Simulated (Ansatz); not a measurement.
Base system: SrTiO3 in the cubic perovskite structure (space group Pm-3m, No. 221; a = 3.8542 Å).

Computed with DFT with LDA, PAW potentials and a 420 eV plane-wave cutoff in Ansatz (a program for electronic structure), without spin-orbit coupling.

For the base:

The band gap comes out as 1.85 eV.

Perturbation: the cell is scaled by 0.9820 in all directions; the atoms relax in the strained cell.

**Question.** Predict the new band gap.

**Answer.** The band gap grows by 0.09 eV (1.85 eV → 1.94 eV).

No phonon test of stability was made. The final runs are not spin-polarised. Many cubic perovskites are stable only at high temperature; tilts and polar distortions were not tested.
